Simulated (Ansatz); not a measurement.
**Migration barriers: interstitial Li in corundum, charge state +1**

System: interstitial Li in corundum (charge state +1). These are PBE, PAW (plane waves to 420 eV; Ansatz, an electronic-structure program) values and carry that method's errors.

Cell of 120 host sites held at the relaxed PBE lattice; the Γ point alone; Fermi-Dirac width 0.01 eV, spin-restricted; finite-size errors left in. Static, classical nuclei. The charge state is imposed; whether it is stable for some Fermi level was not computed. Sites that were not tried may lie lower.

Barriers: single points on a 2×2×2 k-point mesh shifted by half a step along c at the bands' geometries.

```json
[
 {"Route": "Li moves alone to another site", "Start site over the lowest site run (eV)": "0.00", "Hop (Å)": "3.53", "Forward barrier (eV)": "2.41", "Backward barrier (eV)": "2.41", "Neighbours at the start": "2 Al at 2.17; 6 O at 1.96 Å", "Neighbours at the saddle": "2 Al at 2.04; 3 O at 1.67, O at 2.13, O at 2.14 Å", "Saddle order": "not checked, on a symmetry element", "Forward, on the band's own sampling (eV)": "2.40"},
 {"Route": "a concerted move, in which Li travels most", "Start site over the lowest site run (eV)": "1.17", "Hop (Å)": "1.82", "Forward barrier (eV)": "2.94", "Backward barrier (eV)": "2.94", "Neighbours at the start": "Al at 2.21, Al at 2.26; 3 O at 1.85, 3 O at 2.13 Å", "Neighbours at the saddle": "3 O at 1.70 Å", "Saddle order": "not checked, on a symmetry element", "Forward, on the band's own sampling (eV)": "2.93"}
]
```

Paths come from CI-NEB runs.  A band can be held on a symmetry element, so unchecked saddle points there may be too high. A further band (a concerted move, in which Li travels most, 2.78 Å) gave 2.31 eV forward on its own sampling, 2.31 eV above the lowest site run, but a shoulder points to a second hump between its images, so it is not taken as a result.

The whole set of runs took roughly 1.7 core-hours.
